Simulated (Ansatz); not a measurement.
## Ag (model structure, Pm-3n, No. 223, 8 atoms in the cell): properties by level of theory

```
level (code)     lattice constant a (Å)  cohesive energy (eV/atom)
---------------  ----------------------  -------------------------
LDA (Ansatz)                      5.093                       3.51
PBE (Ansatz)                      5.283                       2.43
PBEsol (Ansatz)                   5.162                       2.97
r²SCAN (Ansatz)                   5.225                       2.77
```

Ansatz's density-functional and Hartree–Fock values are scalar-relativistic unless marked +SOC, with PAW data made under PBE.

Free atoms are spin-polarised, in the lowest state found; at levels without +SOC their spin–orbit coupling is left out.

A model structure was made by putting elements into a prototype or built by hand; it is no filed structure, need not be a known phase, and can be a saddle point held by its symmetry.

Ansatz is a program for electronic structure.
